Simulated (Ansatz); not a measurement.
HgTe: biaxial strain −0.83 %, plane normal [111], relaxed out of plane

Take HgTe in the zinc blende structure (space group F-43m, No. 216; a = 6.435 Å) as the base. Axes: x, y, z lie along the cube axes.

It is then changed as follows: biaxial strain −0.83 %, plane normal [111], relaxed out of plane (Cartesian); in-plane vectors clamped, the third vector and the atoms free.

Level of theory: LDA (Ansatz, a quantum-chemistry and plane-wave program; PAW; 420 eV plane waves; without spin-orbit coupling). k-mesh 9×9×9 (Γ-centred); smearing 0.05 eV (Fermi–Dirac).

- Volume per atom = 32.99 Å³ (base 33.31 Å³)
- Space group = R3m (No. 160) (base F-43m (No. 216))
- Energy relative to the base (free energy F) = +1.2 meV/atom
- Pressure (mean of the normal stresses, compression positive) = 0.5 GPa (base 0.0 GPa)
- Band gap = zero (base zero)
- Out-of-plane strain = +0.71 % (rough)
- Mean in-plane stress (compression positive) = +0.7 GPa (rough)

Final structure (turned so that z lies along the plane normal):

```
HgTe
1.0
    4.51246     0.00000     0.00000
    2.25623     3.90791     0.00000
    2.25623    -1.30264     3.74154
Hg Te
1 1
Direct
  0.99768   0.00116   0.00349
  0.50232   0.24884   0.74651
```

A case with no gap was solved on a k-mesh chosen for an insulator, which is coarse for it. Without a gap, meshes like the base's 9×9×9 leave anisotropic stresses uncertain by several tenths of a GPa, and small strain energies with them. With Hg and Te present, leaving out spin-orbit coupling can change the band edges. Stability against distortions was not tested. The final runs are not spin-polarised. A zero or small gap of HgTe can be the functional's error rather than a property of the material.
